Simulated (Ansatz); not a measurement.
Density of states of Ta$_{2}$Si (I4/mcm) near the Fermi level, Ansatz (an electronic-structure program) with PBEsol, rigid bands.

(E − E_F (eV), states/eV/cell): (-1.95, 8.33); (-1.85, 5.64); (-1.75, 4.96); (-1.65, 4.65); (-1.55, 4.08); (-1.45, 3.64); (-1.35, 3.11); (-1.25, 3.08); (-1.15, 2.25); (-1.05, 2.03); (-0.95, 2.70); (-0.85, 2.62); (-0.75, 2.66); (-0.65, 3.00); (-0.55, 3.44); (-0.45, 3.32); (-0.35, 3.15); (-0.25, 3.28); (-0.15, 3.66); (-0.05, 2.59); (0.05, 3.56); (0.15, 3.85); (0.25, 4.01); (0.35, 4.48); (0.45, 4.92); (0.55, 3.78); (0.65, 3.36); (0.75, 3.22); (0.85, 3.25); (0.95, 2.91); (1.05, 3.00); (1.15, 3.24); (1.25, 3.89); (1.35, 4.07); (1.45, 3.25); (1.55, 2.75); (1.65, 3.07); (1.75, 3.37); (1.85, 3.47)

Task: How far does the Fermi level move in a rigid band for 0.1 electron a cell added or removed?

Result: 32 meV and -35 meV.

A metal at this level (no band gap); rigid bands, thermally averaged at 300 K, both spins. Spin-orbit coupling is left out, which matters with elements this heavy. Geometry: cell and atoms relaxed with PBEsol.

Computed structure with no diffraction record at hand here (it may be known, metastable or hypothetical): Ta2Si (I4/mcm).
